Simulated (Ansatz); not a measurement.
L1₂ (Cu3Au-type) Ni₃Si was calculated with PBE in Ansatz (plane waves, PAW).

Settings: plane-wave cutoff 520 eV, 16×16×16 k mesh, Fermi–Dirac smearing 0.05 eV, no spin polarisation, scalar-relativistic PAW data made under PBE.

Cell (relaxed at this level):

```
Ni3Si
1.0
    3.50629     0.00000     0.00000
    0.00000     3.50629     0.00000
    0.00000     0.00000     3.50629
Si Ni
1 3
Direct
  0.00000   0.00000   0.00000
  0.00000   0.50000   0.50000
  0.50000   0.00000   0.50000
  0.50000   0.50000   0.00000
```

Q: What does this level give for the bulk modulus and pressure derivative B′ of the bulk modulus?

A: 
bulk modulus: 213 GPa
pressure derivative B′ of the bulk modulus: 4.8

The run finds no gap.

Computed values are for the static lattice.

It cost roughly 2.3 core-minutes of CPU time.

Ansatz is a program for electronic structure.
